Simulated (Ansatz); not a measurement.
Consider this model of amorphous Zr$_{20}$O$_{43}$Mo.

```
MoZr20O43
1.0
    9.40358    -0.01116    -0.03884
   -0.01116     9.16496     0.15442
   -0.03884     0.15442     9.20354
Zr O Mo
20 43 1
Cartesian
  1.58007   1.89408   1.78037
  0.38436   0.43622   5.24254
  8.85810   4.05731   4.47812
  8.19053   3.69667   1.37644
  2.02924   6.56024   5.45039
  2.69920   3.21458   4.60067
  8.39024   6.23301   7.50980
  1.00456   2.81042   7.64256
  3.66245   8.82138   3.44974
  6.53595   1.90760   3.48745
  6.21791   6.85737   1.01929
  7.28616   7.84582   4.47372
  0.31749   7.12944   2.31017
  4.40484   0.65474   0.20378
  1.46897   8.48522   8.87332
  4.70233   7.77158   6.87489
  5.71272   4.91075   4.56176
  5.93273   2.50666   6.77198
  7.55827   9.23940   8.14883
  3.29995   5.63058   2.17653
  7.57355   5.29769   0.23757
  7.25242   2.95740   5.31039
  2.07986   1.12183   3.89776
  0.24421   7.73264   4.38400
  9.23586   4.45431   7.26094
  1.01124   9.06026   1.64035
  5.38452   4.49076   6.72621
  7.06909   4.06445   3.21122
  4.54517   5.40258   0.23207
  3.49566   8.42241   8.42680
  1.29852   4.80368   4.88089
  3.41014   6.04163   7.00359
  0.90454   7.12809   7.10373
  4.83672   2.75666   4.55669
  4.31127   7.87658   1.72633
  5.31037   5.72412   2.58981
  4.73961   2.81650   8.58302
  8.09008   0.66869   4.16291
  7.51883   2.06017   7.85053
  0.23606   2.68623   0.38563
  6.81525   2.19448   1.57761
  8.79714   7.82343   9.10909
  7.76374   5.77428   5.29537
  5.61326   9.20921   3.93795
  2.35339   7.06917   3.34355
  5.54021   0.50826   6.95638
  2.32724   1.42895   8.98583
  3.65076   5.12868   4.40818
  2.60803   3.68887   2.46141
  0.45986   0.68281   7.34933
  9.26598   5.20563   2.58251
  2.91803   3.17310   6.62941
  1.79082   6.58705   0.90149
  2.29558   4.22315   8.76197
  8.01729   8.30378   6.37601
  3.75746   1.26097   1.98887
  6.36539   7.17825   7.98832
  9.37766   2.69382   2.90508
  0.62298   2.48334   5.53399
  5.54904   6.95237   5.17680
  3.17057   8.32332   5.50392
  6.27791   8.91640   0.51119
  7.59195   7.38443   2.49423
  3.89841   4.50682   8.08890
```

Methods: PBE, scalar-relativistic without spin-orbit coupling (Ansatz, a program for electronic structure); r2SCAN, scalar-relativistic without spin-orbit coupling (Ansatz); HSE06, scalar-relativistic without spin-orbit coupling (Ansatz). Neutral PBE cell, which sets geometry, pressure and energy: sampling: a 2×2×2 Γ-centred mesh; Fermi-Dirac width 0.02 eV; no spin polarisation. Exact exchange is cut at the faces of this 9 Å cell, which leaves hybrid gaps a finite-size error.

A CHGNet melt-quench gave the starting glass, which DFT then relaxed. O atoms were pushed apart under 1.9 Å during the dynamics, to hinder bonds among them. The hot cell started wider than the set density and was brought back towards it in steps. It is the lowest in DFT energy of 2 quenches. It is a model cell: composition and starting density were chosen by hand, and all elements were melted together. No dispersion term was used. Its density started from a set value of 5.23 and ended at 5.46 g/cm³. Cooling (nominally 300 K/ps over its main leg) ran many orders faster than in experiment, which tends to leave more defects and strain. Values belong to this one cell and scatter from quench to quench. Volume and shape were free in the relaxation.

### Question
Give the pressure and the spacing of the highest filled and lowest empty levels.

### Answer

* **Pressure on a 2×2×2 Γ-centred mesh**: 0.07 GPa
* **Largest force and stress component on that mesh (the relaxation ran on the zone centre alone)**: 0.14 eV/Å and 0.1 GPa
* **Gap between localised states on a 2×2×2 Γ-centred mesh (PBE)**: 2.08 eV
* **Gap between localised states at the zone centre (PBE)**: 2.15 eV
* **Gap between localised states at the zone centre (r2SCAN)**: 2.38 eV
* **Gap between localised states at the zone centre (HSE06)**: 3.39 eV
* **Distance between the nearest levels spread over more than a fifth of the atoms or a third of the atoms of their main element (six at least) (PBE, zone centre)**: 3.70 eV

### Question
At PBE and the zone centre, how localised are the states just below and above the Fermi level (participation number: the atoms over which a state spreads)?

### Answer
The highest filled state is spread over 5.6 atoms' worth, largest on O51, with weights by element (charge in smoothed Voronoi cells) O 0.94, Zr 0.06, Mo 0.00. The lowest empty state is spread over 3.2 atoms' worth, largest on Mo64, with weights by element (charge in smoothed Voronoi cells) Mo 0.53, O 0.39, Zr 0.07.

At PBE the levels at both edges of the gap are localised (band-tail or defect states), and the nearest spread-out levels lie 3.7 eV apart at the zone centre.

Bonds are counted up to Zr-Zr 3.41 Å, Zr-O 2.66 Å, Zr-Mo 3.22 Å, O-O 1.58 Å, O-Mo 2.42 Å, Mo-Mo 3.04 Å. Two cations that share two anions don't count as bonded, nor two that share one unless they lie closer than Zr-Zr 3.32 Å, Zr-Mo 3.14 Å, Mo-Mo 2.95 Å.

Added carriers, by Ansatz with PBE, scalar-relativistic without spin-orbit coupling on the zone centre alone. Charged cells keep the cell fixed and stand in a uniform background, with no image correction, at a width of 0.01 eV; where the count is odd the moment is locked at 1 μB, unless the neutral cell bore moments. Each starts from the undistorted neutral geometry alone. PBE's self-interaction favours spread-out carriers, so it can miss traps that a hybrid finds.

### Question
What happens at PBE when the cell takes an extra electron and the atoms relax?

### Answer
Relaxation lowers the charged cell by 0.53 eV. The largest moves are O46 0.12 Å, O30 0.12 Å, O37 0.10 Å, O32 0.10 Å. The level that holds the added charge spreads over 2.9 atoms' worth, most on Mo64 (weight 0.56): a localised (trapped) carrier, which neighbours of that atom can share. No bond crosses its cut-off with a change of over 0.15 Å (metal-metal contacts aside). Made neutral again at that geometry, the cell lies +0.53 eV from the neutral start.

### Question
What happens at PBE when the cell takes a hole and the atoms relax?

### Answer
Relaxation lowers the charged cell by 0.36 eV. The largest moves are O22 0.37 Å, O38 0.31 Å, O58 0.29 Å, Zr3 0.27 Å. The level that was emptied spreads over 3.3 atoms' worth, most on O51 (weight 0.39): a localised (trapped) carrier, which neighbours of that atom can share. Bonds broken: Zr7-O55, Zr14-O35, Zr17-O22. Bonds formed: Zr3-O25, Zr14-O46. Made neutral again at that geometry, the cell lies +0.83 eV from the neutral start (a closed shell was imposed there, with levels 0.51 eV apart, so this is an upper bound).
